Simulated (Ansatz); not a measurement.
**Nb3Sn under a change: pressure 5 GPa**

Start from Nb3Sn in the A15 (Cr3Si type) structure (space group Pm-3n, No. 223; a = 5.259 Å).

The change: cell and atoms relaxed at a pressure of 5 GPa.

Computed with PBEsol (Ansatz, a first-principles code, PAW, no SOC). Γ-centred 9×9×9 mesh, Fermi–Dirac width 0.05 eV.

- Volume per atom = 17.69 Å³ (base 18.18 Å³)
- Density = 9.33 g/cm³ (base 9.08 g/cm³)
- Lattice parameter a = 5.212 Å (base 5.259 Å)
- Shortest interatomic distance = 2.606 Å (base 2.629 Å)
- Enthalpy H = E + PV relative to the base's energy = +0.56 eV/atom
- Band gap = zero (base zero)

Final structure:

```xyz
8
Lattice="5.2115 0.0000 0.0000 0.0000 5.2115 0.0000 0.0000 0.0000 5.2115" Properties=species:S:1:pos:R:3 pbc="T T T"
Nb     1.3029     0.0000     2.6058
Nb     3.9086     0.0000     2.6058
Nb     0.0000     2.6058     1.3029
Nb     0.0000     2.6058     3.9086
Nb     2.6058     1.3029     0.0000
Nb     2.6058     3.9086     0.0000
Sn     0.0000     0.0000     0.0000
Sn     2.6058     2.6058     2.6058
```

Load acts through the strain it causes; cell and atoms are relaxed under it. No phonon test of stability was made. Competing high-pressure phases were not computed. The final runs are not spin-polarised.
